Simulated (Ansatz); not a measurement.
Results of HSE06 (PAW; Ansatz, an electronic-structure program) for 1T (CdI2-type) FeI2.

Run with plane-wave cutoff 460 eV, 9×9×4 k mesh (along the axes of the cell as run), Fermi–Dirac smearing 0.05 eV, spin-polarised with parallel moments, scalar-relativistic PAW data made under PBE.

Computed at the level's own relaxed cell.

Question: What does this level give for the lattice parameter a and lattice parameter c?

Answer: 
- lattice parameter a: 4.038 Å
- lattice parameter c: 7.637 Å

Note: the magnetic order was assumed, not searched for or taken from measurement; the cell comes from a level without a dispersion term, which matters for the spacing of layers, chains or molecules; the volume lies 13 % above that of the published cell; the cell has widely spaced layers and the level no dispersion term, so their spacing and the moduli can rest on weak binding.

Spin–orbit coupling is not included; it can open a gap where bands touch, and shift volumes and moduli.

Computed values are for the static lattice.

The result took around 5 core-hours (rough).
